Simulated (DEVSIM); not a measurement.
Structure: abrupt GaAs n-p junction, at 300 K.

| layer (left to right) | material | thickness (μm) | Nd (cm⁻³) | Na (cm⁻³) | τn (s) | τp (s) |
|---|---|---|---|---|---|---|
| 1 | GaAs | 46.0 | 1.5e14 | - | 3.1e-10 | 3.1e-10 |
| 2 | GaAs | 0.340 | - | 2.7e16 | 3.1e-10 | 3.1e-10 |

Left contact: ohmic. Right contact: ohmic. Voltage is applied to the left contact. Recombination: SRH at mid-gap, radiative, Auger. Mobility is μmin + (μ − μmin)/(1 + (N/Nref)^α).

Constants are typed, rounded textbook-type inputs, not results; the design itself was drawn at random and stands for no fabricated device. Values at 300 K.

```csv
parameter,GaAs
gap (eV),1.424
affinity (eV),4.07
permittivity,12.9
Nc (cm⁻³),4.7e17
Nv (cm⁻³),9e18
μn (cm²/Vs),8500
μp (cm²/Vs),400
"μn,min",500
"μp,min",20
"Nref,n",6e16
"Nref,p",1.5e17
αn,0.39
αp,0.38
B (cm³/s),2e-10
Cn (cm⁶/s),1e-30
Cp (cm⁶/s),1e-30
```

Simulated with DEVSIM: 1D drift-diffusion, Boltzmann statistics, complete ionisation; no tunnelling, impact ionisation, image-force lowering or self-heating.

Q: Tabulate band edges, carrier densities and field at zero bias.

A: Energies count from the Fermi level of the right contact; mesh points crowd at the junctions.

```csv
x (μm),Ec (eV),Ev (eV),n (cm⁻³),p (cm⁻³),field (V/cm)
0.000,0.208,-1.216,1.5e14,< 1e2,≈ 0
0.03028,0.208,-1.216,1.5e14,< 1e2,≈ 0
0.09384,0.208,-1.216,1.5e14,< 1e2,≈ 0
0.2424,0.208,-1.216,1.5e14,< 1e2,≈ 0
0.7451,0.208,-1.216,1.5e14,< 1e2,≈ 0
1.645,0.208,-1.216,1.5e14,< 1e2,≈ 0
3.749,0.208,-1.216,1.5e14,< 1e2,≈ 0
10.87,0.208,-1.216,1.5e14,< 1e2,≈ 0
23.92,0.208,-1.216,1.5e14,< 1e2,≈ 0
35.84,0.208,-1.216,1.5e14,< 1e2,≈ 0
41.52,0.208,-1.216,1.5e14,< 1e2,≈ 0
44.46,0.483,-0.941,3.6e9,1400,3200
45.30,0.830,-0.594,5300,9.6e8,5000
45.71,1.048,-0.376,< 1e2,4.4e12,5900
45.91,1.176,-0.248,< 1e2,6.2e14,6600
45.98,1.220,-0.204,< 1e2,3.4e15,8100
46.00,1.244,-0.180,< 1e2,8.4e15,9700
46.03,1.263,-0.161,< 1e2,1.8e16,4000
46.12,1.273,-0.151,< 1e2,2.7e16,170
46.23,1.274,-0.150,< 1e2,2.7e16,≈ 0
46.30,1.274,-0.150,< 1e2,2.7e16,≈ 0
46.34,1.274,-0.150,< 1e2,2.7e16,≈ 0
```
